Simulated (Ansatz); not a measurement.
## Rh under a change: biaxial strain −0.50 %, plane normal [001], relaxed out of plane

The reference is Rh in the fcc (Cu type) structure (space group Fm-3m, No. 225; a = 3.782 Å; relaxed with 0.1 eV smearing). Axes: x, y, z lie along the cube axes.

Perturbation: biaxial strain −0.50 %, plane normal [001], relaxed out of plane (Cartesian); in-plane vectors clamped, the third vector and the atoms free.

The values are results of DFT with PBEsol, PAW potentials and a 420 eV plane-wave cutoff in Ansatz (a first-principles code), without spin-orbit coupling, not measurements. k-mesh 30×30×30 (Γ-centred); smearing 0.1 eV (Fermi–Dirac).

| quantity | base | changed | shift |
|---|---|---|---|
| volume per atom | 13.52 Å³ | 13.44 Å³ | -0.08 Å³ |
| space group | Fm-3m (No. 225) | I4/mmm (No. 139) | – |
| energy relative to the base (free energy F) | 0 meV/atom | +1.0 meV/atom | +1.0 meV/atom |
| pressure (mean of the normal stresses, compression positive) | 0.0 GPa | 1.7 GPa | +1.7 GPa |
| band gap | zero | zero | – |
| out-of-plane strain | – | +0.45 % | – |
| mean in-plane stress (compression positive) | – | +2.5 GPa | – |

Final structure (turned so that z lies along the plane normal):

```
Rh
1.0
    2.66061     0.00000     0.00000
    0.00000     2.66061     0.00000
    1.33031    -1.33031     1.89924
Rh
1
Cartesian
  0.00000   0.00000   0.00000
```

Whether these cells are dynamically stable was not tested. All final runs are without spin polarisation.
